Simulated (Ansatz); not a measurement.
Bi2S3 (model structure, started from the A-La2O3 type, P-3m1, No. 164, 5 atoms in the cell) was calculated with G0W0@PBEsol (hard PAW, contour deformation; Ansatz, an electronic-structure program).

The same calculation (at the PBEsol cell, 26.412 Å³/atom) with different numerical settings; throughout: response cutoff 70 eV, empty bands 323:

```
run  k mesh  quasiparticle gap on the mesh (eV)  quasiparticle gap at Γ (eV)   rough time
---  ------  ----------------------------------  ---------------------------  -----------
1     3×3×2                               1.107                        1.107    70 core-s
2     6×6×2                               1.128                        1.128   6 core-min
3     9×9×2                               1.121                        1.121  20 core-min
4     9×9×4                               1.121                        1.121  90 core-min
```

In the column quasiparticle gap on the mesh (eV) the first row differs from the last by -0.014 and the next to last by 0.000.

The last row is no converged limit: other settings stay fixed.

Spin–orbit coupling is not included.

Note: filled d or f shells below the valence bands can shift G0W0 gaps through exchange with them, which wasn't tested here.

A model structure was made by putting elements into a prototype or built by hand; it is no filed structure, need not be a known phase, and can be a saddle point held by its symmetry.
